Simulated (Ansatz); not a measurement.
**fluorite-type CoSi2 (0 0 1) on zinc-blende BN (0 0 1) (film strained to the substrate, faces as cut)**

A periodic stack without vacuum, fluorite-type CoSi2 (0 0 1) on zinc-blende BN (0 0 1) (film strained to the substrate, faces as cut): substrate slab B16N14, film Co4Si8, surface cells [[0, -1], [2, 1]] and [[1, 0], [1, 1]], film strained by -4.4 and -4.4 %, faces B/B and Si/Co as cut (like faces can put a slab off its formula).

The start was prepared with a machine-learned potential, and the result is one local minimum, with the in-plane cell held and forces under 0.04 eV/Å; the film can end far from its bulk form.

Calculation: PBE (plane waves to 420 eV, PAW; Ansatz, a program for electronic structure). Scalar-relativistic, without spin–orbit coupling; the runs are not spin-polarised; PBE gaps are too small against experiment. Its k-point mesh 7×7×1, Fermi–Dirac width 0.05 eV.

- interface area: 13.1 Å²
- period: 25.55 Å
- gaps between the outermost planes at the two interfaces: 2.01 and 1.02 Å
- B–Co contacts across the interfaces within 1.22 times the sum of covalent radii: 4, mean 2.08 Å
- B–Si contacts across the interfaces within 1.22 times the sum of covalent radii: 2, mean 2.04 Å
- Co–N contacts across the interfaces within 1.22 times the sum of covalent radii: 2, mean 2.34 Å
- estimate of the barrier: withheld, since the two interfaces are unlike
- slope of the mean potential energy in the substrate: +9.2 MV/cm × e

```yaml
crystal:
  lattice:
    - [3.62483, 0.00001, -0.00306]
    - [0.00001, 3.62477, 0.02190]
    - [-0.02190, 1.66786, 25.56208]
  atoms:
    - { symbol: B, position: [0.00993, 0.95194, 0.09839] }
    - { symbol: B, position: [0.51016, 0.45194, 0.09871] }
    - { symbol: B, position: [0.51072, 0.98910, 0.02658] }
    - { symbol: B, position: [0.01097, 0.48411, 0.02659] }
    - { symbol: B, position: [0.01175, 0.88066, 0.24038] }
    - { symbol: B, position: [0.51171, 0.38063, 0.24039] }
    - { symbol: B, position: [0.51086, 0.91641, 0.16945] }
    - { symbol: B, position: [0.01080, 0.41631, 0.16945] }
    - { symbol: B, position: [0.01432, 0.80997, 0.38225] }
    - { symbol: B, position: [0.51276, 0.30840, 0.38226] }
    - { symbol: B, position: [0.51280, 0.84476, 0.31133] }
    - { symbol: B, position: [0.01247, 0.34508, 0.31133] }
    - { symbol: B, position: [0.06941, 0.79425, 0.52160] }
    - { symbol: B, position: [0.45934, 0.18388, 0.52147] }
    - { symbol: B, position: [0.51948, 0.76822, 0.45326] }
    - { symbol: B, position: [0.00927, 0.27854, 0.45330] }
    - { symbol: N, position: [0.75450, 0.22533, 0.06247] }
    - { symbol: N, position: [0.26448, 0.71548, 0.06214] }
    - { symbol: N, position: [0.76114, 0.14879, 0.20461] }
    - { symbol: N, position: [0.26142, 0.64852, 0.20460] }
    - { symbol: N, position: [0.25988, 0.18397, 0.13361] }
    - { symbol: N, position: [0.76081, 0.68489, 0.13363] }
    - { symbol: N, position: [0.76308, 0.07717, 0.34650] }
    - { symbol: N, position: [0.26313, 0.57719, 0.34650] }
    - { symbol: N, position: [0.26218, 0.11289, 0.27557] }
    - { symbol: N, position: [0.76222, 0.61294, 0.27554] }
    - { symbol: N, position: [0.76441, 0.00535, 0.48886] }
    - { symbol: N, position: [0.26533, 0.50605, 0.48885] }
    - { symbol: N, position: [0.26396, 0.04131, 0.41780] }
    - { symbol: N, position: [0.76407, 0.54160, 0.41711] }
    - { symbol: Co, position: [0.00999, 0.11381, 0.76657] }
    - { symbol: Co, position: [0.50744, 0.67164, 0.65445] }
    - { symbol: Co, position: [0.01238, 0.00455, 0.98649] }
    - { symbol: Co, position: [0.51072, 0.55751, 0.87917] }
    - { symbol: Si, position: [0.50881, 0.14159, 0.71162] }
    - { symbol: Si, position: [0.00950, 0.64205, 0.71160] }
    - { symbol: Si, position: [0.00946, 0.68461, 0.60040] }
    - { symbol: Si, position: [0.52057, 0.19561, 0.60053] }
    - { symbol: Si, position: [0.51193, 0.03093, 0.93259] }
    - { symbol: Si, position: [0.01114, 0.53125, 0.93259] }
    - { symbol: Si, position: [0.01014, 0.58588, 0.82223] }
    - { symbol: Si, position: [0.51054, 0.08613, 0.82222] }
```
